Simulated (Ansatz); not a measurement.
For SrHg₂In₂ (I4/mmm), Ansatz (an electronic-structure program) with PBEsol, DFPT electron-phonon coupling, linearised Boltzmann equation gives a transport coupling λ_tr = 0.505 and a Drude plasma energy ħω_p = 6.06 eV along y (a = (-2.28, 2.28, 6.37) Å; b = (2.28, -2.28, 6.37) Å; c = (2.28, 2.28, -6.37) Å).

### Question
Estimate the resistivity at 300 K from the high-temperature formula ρ = 2π λ_tr k_B T / (ħ ε₀ ω_p²), and say how the full Boltzmann solution compares.

### Answer
The scattering rate is 1/τ = 2π λ_tr k_B T/ħ = 1.25e14 s⁻¹ and ω_p = 9.21e15 s⁻¹, so ρ ≈ 16.6 μΩ·cm. The Boltzmann solution gives 16.4 μΩ·cm, 0.99 times the estimate.

A metal at this level (no band gap). Only scattering by harmonic phonons is included (no impurities, grain boundaries, electron-electron scattering or thermal expansion). Spin-orbit coupling is left out, which matters with elements this heavy. Halving the electron mesh (20x20x20) moves the resistivity by up to 9 % at 300 K, the coupling by up to 4 %. Smearing 0.20 eV; phonons on a 4x4x4 q mesh, which this run doesn't test.

Computed structure with no diffraction record at hand here (it may be known, metastable or hypothetical): SrHg2In2 (I4/mmm).
